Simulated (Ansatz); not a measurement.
Consider Hf in the hcp (Mg type) structure (space group P6_3/mmc, No. 194).

```cif
data_Hf2
_chemical_formula_sum 'Hf2'
_space_group_name_H-M_alt 'P63/mmc'
_space_group_IT_number 194
_space_group_name_Hall '-P 6c 2c'
_cell_length_a 3.15905
_cell_length_b 3.15905
_cell_length_c 5.00010
_cell_angle_alpha 90.000
_cell_angle_beta 90.000
_cell_angle_gamma 120.000
loop_
_atom_site_label
_atom_site_type_symbol
_atom_site_symmetry_multiplicity
_atom_site_Wyckoff_symbol
_atom_site_fract_x
_atom_site_fract_y
_atom_site_fract_z
_atom_site_occupancy
Hf1 Hf 2 d 0.66667 0.33333 0.25000 1
```

Calculations: Ansatz (a quantum-chemistry and plane-wave program) PBEsol, scalar-relativistic without spin-orbit coupling.

Before the change:

The pressure comes out as 0.0 GPa.

Perturbation: the cell is scaled by 0.9871 in all directions, atoms relaxed at fixed cell.

Q: What does the calculation give for the pressure after the change?

A: The pressure (mean of the normal stresses, compression positive) goes from zero to 4.7 GPa.

Q: What happens to the energy relative to the base?

A: The energy goes up by 12 meV/atom.

The cells carry an imposed strain or load. No phonon test of stability was made. The final runs are not spin-polarised.
